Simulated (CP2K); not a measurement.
# Input and output of a self-consistent single point for CdSe (P6_3mc, 4 atoms in the cell) (CP2K)

Level of theory: PBE, GPW, TZVP-MOLOPT-SR-GTH basis, GTH-PBE potentials (GTH_POTENTIALS) (CP2K 2026.2).

Input:

```
&GLOBAL
  PROJECT run
  RUN_TYPE ENERGY_FORCE
  PRINT_LEVEL MEDIUM
&END GLOBAL
&FORCE_EVAL
  METHOD Quickstep
  STRESS_TENSOR ANALYTICAL
  &DFT
    BASIS_SET_FILE_NAME BASIS_MOLOPT_UCL
    POTENTIAL_FILE_NAME GTH_POTENTIALS
    &QS
      METHOD GPW
      EPS_DEFAULT 1E-10
    &END QS
    &MGRID
      CUTOFF 500
      REL_CUTOFF 60
      NGRIDS 5
    &END MGRID
    &SCF
      SCF_GUESS ATOMIC
      EPS_SCF 1E-7
      MAX_SCF 100
      ADDED_MOS 7
      &DIAGONALIZATION
        ALGORITHM STANDARD
      &END DIAGONALIZATION
      &MIXING
        METHOD BROYDEN_MIXING
        ALPHA 0.2
        NBUFFER 12
        BETA 1.5
      &END MIXING
      &SMEAR ON
        METHOD GAUSSIAN
        SIGMA [eV] 0.02
      &END SMEAR
    &END SCF
    &KPOINTS
      SCHEME MONKHORST-PACK 7 7 4
      GAMMA_CENTERED T
    &END KPOINTS
    &XC
      &XC_FUNCTIONAL PBE
      &END XC_FUNCTIONAL
    &END XC
    &PRINT
      &MO
        EIGENVALUES T
        OCCUPATION_NUMBERS T
        NDIGITS 8
        FILENAME mo
        &EACH
          QS_SCF 0
        &END EACH
        ADD_LAST NUMERIC
      &END MO
      &MULLIKEN ON
      &END MULLIKEN
    &END PRINT
  &END DFT
  &SUBSYS
    &CELL
      ABC 4.24656500 4.24656374 6.92748300
      ALPHA_BETA_GAMMA 90.00000000 90.00000000 120.00000204
      PERIODIC XYZ
    &END CELL
    &COORD
      SCALED
      Cd       0.66666700     0.33333300     0.49995000
      Cd       0.33333300     0.66666700     0.99995000
      Se       0.66666700     0.33333300     0.87591000
      Se       0.33333300     0.66666700     0.37591000
    &END COORD
    &KIND Cd
      BASIS_SET TZVP-MOLOPT-SR-GTH
      POTENTIAL GTH-PBE-q12
    &END KIND
    &KIND Se
      BASIS_SET TZVP-MOLOPT-SR-GTH
      POTENTIAL GTH-PBE-q6
    &END KIND
  &END SUBSYS
  &PRINT
    &FORCES ON
    &END FORCES
    &STRESS_TENSOR ON
    &END STRESS_TENSOR
  &END PRINT
&END FORCE_EVAL
```

Log, with long lists cut:

```
 GLOBAL| Method name                                                        CP2K
 GLOBAL| Project name                                                        run
 GLOBAL| Run type                                                   ENERGY_FORCE

 CELL| Volume [angstrom^3]:                                           108.188603
 CELL| Vector a [angstrom]:       4.247     0.000     0.000   |a| =     4.246565
 CELL| Vector b [angstrom]:      -2.123     3.678     0.000   |b| =     4.246564
 CELL| Vector c [angstrom]:       0.000     0.000     6.927   |c| =     6.927483
 CELL| Angle (b,c), alpha [degree]:                                    90.000000
 CELL| Angle (a,c), beta  [degree]:                                    90.000000
 CELL| Angle (a,b), gamma [degree]:                                   120.000002
 CELL| Numerically orthorhombic:                                              NO
 CELL| Periodicity                                                           XYZ

 DFT| Spin restricted Kohn-Sham (RKS) calculation                            RKS
 DFT| Multiplicity                                                             1
 DFT| Number of spin states                                                    1
 DFT| Charge                                                                   0
 DFT| XC density smoothing                                                  NONE
 DFT| XC derivatives                                                          PW

 QS| Method:                                                                 GPW
 QS| Density plane wave grid type                        NON-SPHERICAL FULLSPACE
 QS| Number of grid levels:                                                    5
 QS| Density cutoff [a.u.]:                                                250.0
 QS| Multi grid cutoff [a.u.]: 1) grid level                               250.0
   [... lines left out ...]
 BRILLOUIN| Wavefunction type                                            COMPLEX
 BRILLOUIN| List of Kpoints [2 Pi/Bohr]                                       99
 BRILLOUIN| Number           Weight            X              Y              Z
 BRILLOUIN|     1           0.01020       -0.42857       -0.42857       -0.25000
 BRILLOUIN|     2           0.01020       -0.42857       -0.42857        0.00000
 BRILLOUIN|     3           0.01020       -0.42857       -0.42857        0.25000
   [... 96 lines left out ...]
 *******************************************************************************

 Extrapolation method: initial_guess

 Re-scaling the density matrix to get the right number of electrons
                  # Electrons              Trace(P)               Scaling factor
                           36                36.000                        1.000

 Number of electrons:                                                         36
 Number of occupied orbitals:                                                 18
 Number of molecular orbitals:                                                25

 Number of orbital functions:                                                102
 Number of independent orbital functions:                                    102
 SCF WAVEFUNCTION OPTIMIZATION

  Step     Update method      Time    Convergence         Total energy    Change
     1 NoMix/Diag. 0.20E+00      -     1.68154472      -111.2539223563 -1.11E+02
     2 Broy./Diag. 0.20E+00      -     0.02010940      -111.0529724646  2.01E-01
     3 Broy./Diag. 0.20E+00      -     0.11962254      -111.0332010347  1.98E-02
     4 Broy./Diag. 0.20E+00      -     0.00236432      -111.0135385645  1.97E-02
     5 Broy./Diag. 0.20E+00      -     0.00428899      -111.0995551365 -8.60E-02
     6 Broy./Diag. 0.20E+00      -     0.00140437      -111.1258594958 -2.63E-02
     7 Broy./Diag. 0.20E+00      -     0.00300017      -111.0969952857  2.89E-02
   [... 8 lines left out ...]
    16 Broy./Diag. 0.20E+00      -     0.00000120      -111.0847988475 -3.37E-05
    17 Broy./Diag. 0.20E+00      -     0.00000297      -111.0848123413 -1.35E-05
    18 Broy./Diag. 0.20E+00      -     0.00000051      -111.0848204059 -8.06E-06
    19 Broy./Diag. 0.20E+00      -     0.00000067      -111.0848236589 -3.25E-06
    20 Broy./Diag. 0.20E+00      -     0.00000006      -111.0848245400 -8.81E-07
  *** SCF run converged in    20 steps ***

  Electronic density on regular grids:        -35.9999999967        0.0000000033
  Core density on regular grids:               35.9999999949       -0.0000000051
  Total charge density on r-space grids:       -0.0000000017
  Total charge density g-space grids:          -0.0000000017

  Overlap energy of the core charge distribution:               0.00000000677889
  Self energy of the core charge distribution:               -187.54023803919003
  Core Hamiltonian energy:                                     57.32224060692032
  Hartree energy:                                              36.60541857373805
  Exchange-correlation energy:                                -17.47224568828621
  Smearing free energy correction:                             -0.00000000000000
  Fermi energy:                                                 0.13325465887318

  Total energy:                                              -111.08482454003897
  Total energy (extrapolated to sigma->0):                   -111.08482454003897

                     Mulliken Population Analysis

 #  Atom  Element  Kind  Atomic population                           Net charge
       1     Cd       1         11.565104                              0.434896
       2     Cd       1         11.565105                              0.434895
       3     Se       2          6.434896                             -0.434896
       4     Se       2          6.434895                             -0.434895
 # Total charge                             36.000000                  0.000000

 ENERGY| Total FORCE_EVAL ( QS ) energy [hartree]           -111.084823141042506

 FORCES| Atomic forces [hartree/bohr]
 FORCES|   Atom     x               y               z               |f|
 FORCES|      1 -4.93882906E-07  3.37745456E-07  2.90099021E-04   2.90099638E-04
 FORCES|      2  4.93882944E-07 -3.52871273E-07  2.90040245E-04   2.90040880E-04
 FORCES|      3 -5.36705113E-07  3.93946623E-07 -2.94351183E-04   2.94351936E-04
 FORCES|      4  5.36705091E-07 -3.78802431E-07 -2.94413520E-04   2.94414252E-04
 FORCES| Sum     1.46937484E-14  1.83737951E-11 -8.62543656E-06
 FORCES| Total atomic force                                       8.62543656E-06

 STRESS| Analytical stress tensor [bar]
 STRESS|                        x                   y                   z
 STRESS|      x        6.01508664977E+04   9.85684813362E-01   4.92709102134E-08
 STRESS|      y        9.85684813362E-01   6.01524984004E+04   3.37652404013E-02
 STRESS|      z        4.92709102134E-08   3.37652404013E-02   6.00424870475E+04
 STRESS| 1/3 Trace                                             6.01152839819E+04
```

The run converged in 20 iterations.

The starting cell comes from a database of computed structures (which also holds hypothetical and non-ambient phases and stackings), without a prior relaxation at this level. Its lattice was rescaled by a random factor within 2.5 % of one. Values carry the incompleteness of an atom-centred basis. With a pressure of about 6 GPa the cell is away from its equilibrium volume at this level.

Cost on one core of a shared machine: roughly 40 s.
